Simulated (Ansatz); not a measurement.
CeO2: response to strain

Base system: CeO$_{2}$ in the fluorite structure (space group Fm-3m, No. 225; a = 5.464 Å).

Strains are applied to the cell and any free atomic positions relax.

The values are results of DFT with PBE, PAW potentials and a 420 eV plane-wave cutoff in Ansatz (an electronic-structure program), without spin-orbit coupling, not measurements.

Notes on the quantities. energy relative to the base: free energy F.

| isotropic strain (%) | energy relative to the base (meV/atom) |
|---|---|
| -1.96 | 27.3 |
| -0.67 | 3.1 |
| 0 | 0.0 |
| 0.34 | ? |
| 4.1 | 97.1 |

### Question
Fit ΔE = Aε² + Bε³ (ε in %) to the rows shown and predict the withheld row.

### Answer
Least squares on the printed values gives A = 6.68 and B = -0.22 meV/atom (largest residual 0.0 meV/atom); this predicts 0.8 meV/atom, and the run gives 0.8 meV/atom, in agreement.

No phonon test of stability was made. Starting moments died away, wholly or in part, for the base; another magnetic solution may exist. The final runs are not spin-polarised.
